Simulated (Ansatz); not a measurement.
Abridged Ansatz (a quantum-chemistry and plane-wave program) output:

```
Pseudopotential: Sn, paw, valence charge 14
Pseudopotential: W, paw, valence charge 14
Pseudopotential: Mg, paw, valence charge 10
Crystal: 12 atoms, lattice volume = 236.864 Å³
Basis set: ecut = 420 eV, 4653 PW (Γ), exchange–correlation on 144×144×40 points (8 copies of the dense FFT grid, shifted against one another)
Bands: 80, of which v1, the nominal top of the filled ones, is band 68 counted from 1 (67 counted from 0)
Symmetry: 8 space group operations
k-points: 117 of 612
Functional: x = pbe(κ = 0.804, μ = 0.2195149727645171), c = pbe(β = 0.06672455060314922)
SCF iter   1: F=—  HF=-52562.603522 eV  |F-HF|=—  |Δ(HF+E_count)|=         —  Δρ=7.00e-3  dr2=2.32e-1  ethr=1.77e-3  ⟨swp⟩=6.5  Hψ=38041  notcnv=0  defer=22
SCF iter   2: F=—  HF=-52562.578032 eV  |F-HF|=—  |Δ(HF+E_count)|=   2.55e-2  Δρ=3.87e-3  dr2=8.95e-2  ethr=1.71e-4  ⟨swp⟩=1.4  Hψ=11268  notcnv=0  defer=109
SCF 1 converged in 10 iterations: F = -52562.562939 eV  dr2 = 2.34e-10
SCF converged after 10 iterations
Free energy (F): -52562.562939 eV
Internal energy: -52562.492302 eV  (E = F + TS)
E sigma→0 (E₀):  -52562.527620 eV
Entropy (-TS):   -0.070636 eV (-5.886 meV/atom)
Fermi energy:    9.877454 eV
--- Forces (eV/Å), atoms counted from 1 ---
  atom   1  Sn    -0.00000000    -0.00000000     0.00000000
  atom   2  W      0.00000000    -0.00000000     0.00000000
  atom   3  W      0.00000000     0.00000000     0.00000000
  atom   4  W     -0.00000000    -0.00000000     0.00000000
  atom   5  Mg     0.00000000    -0.00110713     0.00000000
  atom   6  Mg    -0.00218766    -0.00063600    -0.00000000
  atom   7  Mg     0.00218766    -0.00063600     0.00000000
  atom   8  Mg     0.00000000     0.00148628     0.00000000
  atom   9  Mg     0.00000000    -0.00148628    -0.00000000
  atom  10  Mg    -0.00218766     0.00063600    -0.00000000
  atom  11  Mg     0.00218766     0.00063600     0.00000000
  atom  12  Mg     0.00000000     0.00110713    -0.00000000
--- Stress (GPa, compression-positive) ---
        0.002650      -0.000000       0.000000
       -0.000000      -0.004341       0.000000
        0.000000       0.000000      -0.004077
  P = ⅓ Tr σ = -0.0019 GPa (-0.019 kbar)
```

Q: What was computed, and what are the main results?

A: Mg8SnW3, 12 atoms in the cell, with Ansatz, PBE, PAW, cutoff 420 eV, no spin-orbit coupling. The last SCF converged to F = -52562.562939 eV, or -4380.2136 eV per atom, at a pressure of 0.00 GPa. The total energy compares only with runs of the same code, potentials and settings.

These are small ordered cells, not random alloys; other orderings at the same x differ. Whether these cells are dynamically stable was not tested. The final runs are not spin-polarised. The cell was made from Mg2Sn by this change: x(W) = 0.75, 12 atoms, Cmmm. Mg8SnW3 has a high density of states at the Fermi level and may be magnetic at this level. Under x(W) = 0.75, 12 atoms, Cmmm the cell changed shape so far that it is another structure.
